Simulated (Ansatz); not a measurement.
**CuI under a change: isotropic strain −3.00 %**

The parent structure is CuI in the zinc blende structure (space group F-43m, No. 216; a = 6.023 Å).

Now apply this change: the cell is scaled by 0.9700 in all directions; the atoms relax in the strained cell.

Calculations: Ansatz (a quantum-chemistry and plane-wave program), r2SCAN, PAW, cutoff 500 eV, scalar-relativistic without spin-orbit coupling. Γ-centred 10×10×10 mesh, Fermi–Dirac width 0.05 eV.

```json
[
 {"quantity": "volume per atom", "base": "27.31 Å³", "changed": "24.92 Å³", "shift": "-2.385 Å³"},
 {"quantity": "space group", "base": "F-43m (No. 216)", "changed": "F-43m (No. 216)", "shift": "–"},
 {"quantity": "shortest interatomic distance", "base": "2.608 Å", "changed": "2.530 Å", "shift": "-0.078 Å"},
 {"quantity": "energy relative to the base (free energy F)", "base": "0 meV/atom", "changed": "+34 meV/atom", "shift": "+34 meV/atom"},
 {"quantity": "pressure", "base": "0.00 GPa", "changed": "5.07 GPa", "shift": "+5.07 GPa"},
 {"quantity": "band gap", "base": "1.67 eV", "changed": "1.96 eV", "shift": "+0.29 eV"},
 {"quantity": "gap character", "base": "direct at Γ", "changed": "direct at Γ", "shift": "–"},
 {"quantity": "mean gap deformation potential ΔEg/Δln V", "base": "–", "changed": "-3.2 eV", "shift": "–"},
 {"quantity": "electron mass", "base": "0.18 mₑ (at Γ)", "changed": "0.18 mₑ (at Γ)", "shift": "–"},
 {"quantity": "valley order (the lowest conduction-band minima on the path, energy above the VBM, named in the base's zone)", "base": "Γ 1.67 eV; L along ⟨111⟩ 2.57 eV; X along ⟨100⟩ 2.90 eV", "changed": "Γ 1.96 eV; L along ⟨111⟩ 2.64 eV; X along ⟨100⟩ 2.72 eV", "shift": "–"}
]
```

With I present, leaving out spin-orbit coupling can change the band edges. Effective masses come from finite differences of ±0.01 Å⁻¹. Stability against distortions was not tested. The final runs are not spin-polarised.
